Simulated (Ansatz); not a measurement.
For GaN (model structure, started from the CsCl type, Pm-3m, No. 221, 2 atoms in the cell), PBE in Ansatz (PAW) gives:

- lattice constant a = 2.741 Å
- cohesive energy = 2.77 eV/atom

Question: What does r²SCAN+rVV10 in Ansatz (plane waves, PAW) give for the same quantities?

Answer: 
- lattice constant a: 2.692 Å (shrinks by 1.8 %)
- cohesive energy: 2.83 eV/atom (goes up by 0.06 eV/atom)

Changes are worked out from the printed values.

Unless a cell is named, each level is at its own relaxed cell (PBE 10.30, r²SCAN+rVV10 9.75 Å³/atom).

Ansatz's density-functional and Hartree–Fock values are scalar-relativistic unless marked +SOC, with PAW data made under PBE.

A model structure was made by putting elements into a prototype or built by hand; it is no filed structure, need not be a known phase, and can be a saddle point held by its symmetry.

Ansatz is a quantum-chemistry and plane-wave program.
